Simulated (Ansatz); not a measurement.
Structures of equal composition on the (110) surface of bcc Mo: p(2x2), one Mo adatom; one added row of Mo in 4. The slabs share one bottom face, and each structure is named by its start. These are constructed structures in small cells; real faces may alloy, dewet or reconstruct in larger ones, and not all known structures of the face are among them. Slabs of about 11 Å, Fermi-Dirac smearing of 0.1 eV. Bottom of the slabs: a bare face, its two planes held. Relaxed from the named starts with such symmetry as they have, on meshes of like density; energies extrapolated to zero smearing; spin only where a row says so; no spin-orbit coupling, no U. Brackets mark spin-polarised runs, whose order is one that fits the cell. The cells differ, so small differences also carry the error of unlike k-meshes.

These are PBE (plane waves to 420 eV, PAW; Ansatz, a quantum-chemistry and plane-wave program) values and carry that method's errors.

**Question.** Order them by energy per 1x1 cell (lowest first) at the level PBE.

**Answer.** one added row of Mo in 4 (0.00 eV), p(2x2), one Mo adatom (0.12 eV)
